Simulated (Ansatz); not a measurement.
# Pd: response to strain

Start from Pd in the fcc (Cu type) structure (space group Fm-3m, No. 225; a = 3.841 Å; relaxed with 0.1 eV smearing).

Strains are applied to the cell and any free atomic positions relax.

Calculations: LDA (Ansatz, a first-principles code), no spin-orbit coupling.

Notes on the quantities. energy relative to the base: free energy F.

| change | shortest interatomic distance | energy relative to the base | pressure |
|---|---|---|---|
| base | 2.716 Å | 0 meV/atom | 0.0 GPa |
| isotropic strain −3.00 % | 2.635 Å | +92 meV/atom | 26.3 GPa |
| isotropic strain −2.00 % | 2.662 Å | +39 meV/atom | 16.1 GPa |
| isotropic strain −1.00 % | 2.689 Å | +9.4 meV/atom | 7.4 GPa |
| isotropic strain −0.50 % | 2.703 Å | +2.3 meV/atom | 3.5 GPa |
| isotropic strain +0.50 % | 2.730 Å | +2.2 meV/atom | -3.2 GPa |
| isotropic strain +1.00 % | 2.743 Å | +8.6 meV/atom | -6.2 GPa |
| isotropic strain +1.50 % | 2.757 Å | +19 meV/atom | -8.9 GPa |
| isotropic strain +2.50 % | 2.784 Å | +50 meV/atom | -13.7 GPa |
| isotropic strain +3.00 % | 2.798 Å | +71 meV/atom | -15.7 GPa |

No phonon test of stability was made. All final runs are without spin polarisation. Pd lies near a magnetic instability that expansion can trigger; it was not tested.
